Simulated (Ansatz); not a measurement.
An Ansatz (a quantum-chemistry and plane-wave program) input (LDA, PAW, 420 eV (Ansatz; without spin-orbit coupling)):

Ansatz 0.2 input:
```yaml
crystal:
  lattice:
    - [2.568621085, 0, 0]
    - [-1.2843105425, 2.2244911123, 0]
    - [0, 0, 4.2502887345]
  atoms:
    - { symbol: B, position: [0.3333333333, 0.6666666667, 0.0003018935] }
    - { symbol: B, position: [0.6666666667, 0.3333333333, 0.5003018935] }
    - { symbol: N, position: [0.3333333333, 0.6666666667, 0.3746981065] }
    - { symbol: N, position: [0.6666666667, 0.3333333333, 0.8746981065] }
basis: { ecutwfc: 420, ecutrho_ratio: 4, xc_grid: 2, fft_grid_basis: typed }
kpoints: { mp_grid: { grid: [15, 15, 8] } }
hamiltonian:
  xc: lda
  dispersion: none
  pseudopotentials: { kind: paw }
scf: { occupations: { method: fermi_dirac, width: 0.05 }, convergence: { dr2_threshold: 0.0000000004 } }
relax: { f_tol: 0.005, max_steps: 50 }
output: { forces: true, stress: true }
checkpoint: { write: state.ck, write_every: 1000 }
```

**Question.** Which symmetry and how many k-points will the program report, and about how many plane waves at Γ?

**Answer.** Space group P63mc (ITA 186) with 12 operations, k-points 135 of 1800, and 465 plane waves at Γ.

**Question.** And the final pressure?

**Answer.** -19.50 GPa (compression positive).

The cells carry an imposed strain or load. No phonon test of stability was made. The cell was made from BN in the wurtzite structure (space group P6_3mc, No. 186) by this change: isotropic strain +1.80 %.
